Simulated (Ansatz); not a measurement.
```xyz
2
Lattice="0.0000 2.2760 2.2760 2.2760 0.0000 2.2760 2.2760 2.2760 0.0000" Properties=species:S:1:pos:R:3 pbc="T T T"
N      0.0000     0.0000     0.0000
Zr     2.2760     2.2760     2.2760
```

The cell is fixed at its relaxed static size. Melting and transitions to other phases are not modelled. An odd repeat of the supercell leaves out some zone-boundary points, where instabilities often lie.

**Question.** Estimate each atom's mean-square displacement (sum over three axes) at 1500 K from path-integral sampling on the energy surface fitted in the stochastic self-consistent harmonic approximation in a 3×3×3 supercell, PBEsol in Ansatz (a program for electronic structure).

**Answer.** N1 0.037 Å², Zr2 0.031 Å². Waves longer than the supercell are missing, so the values are low for an infinite crystal. Over all wave vectors of the supercell the softest harmonic mode is 155 cm⁻¹ at q = (0.00, 0.00, 0.33); the softest of the Hessian is 155 cm⁻¹ at q = (0.00, 0.00, 0.33) at 300 K (error under 1; the run's verdict: stable), 156 cm⁻¹ at q = (0.00, 0.00, 0.33) at 1500 K (error under 1; the run's verdict: stable).
